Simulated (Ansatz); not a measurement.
AlCl3 (C2/m, No. 12), treated with PBE0 in Ansatz (PAW).

Numerical settings: plane-wave cutoff 460 eV, 4×4×4 k mesh, Fermi–Dirac smearing 0.01 eV, scalar-relativistic PAW data made under PBE.

Cell (measured lattice):

Space group C2/m (No. 12); a = 5.9140 Å, b = 10.2340 Å, c = 6.1480 Å, α = γ = 90.00°, β = 108.25°

| atom | site | symmetry | x | y | z |
|---|---|---|---|---|---|
| Cl | 8j | 1 | 0.2518 | 0.3213 | 0.2248 |
| Cl | 4i | m | 0.2147 | 0.0000 | 0.2263 |
| Al | 4g | 2 | 0.0000 | 0.1662 | 0.0000 |
(The calculation used a cell of 8 atoms; values per cell refer to that cell.)

Question: Predict the band gap, smallest direct gap on the k points sampled and Γ–Γ gap.

Answer: 
* **band gap**: 7.45 eV (on the SCF k mesh) (indirect)
* **smallest direct gap on the k points sampled**: 7.53 eV
* **Γ–Γ gap**: 7.87 eV

Note: cell and atoms aren't relaxed at this level (pressure 1.4 GPa).

Static lattice: no zero-point or thermal effects.

Ansatz is an electronic-structure program.
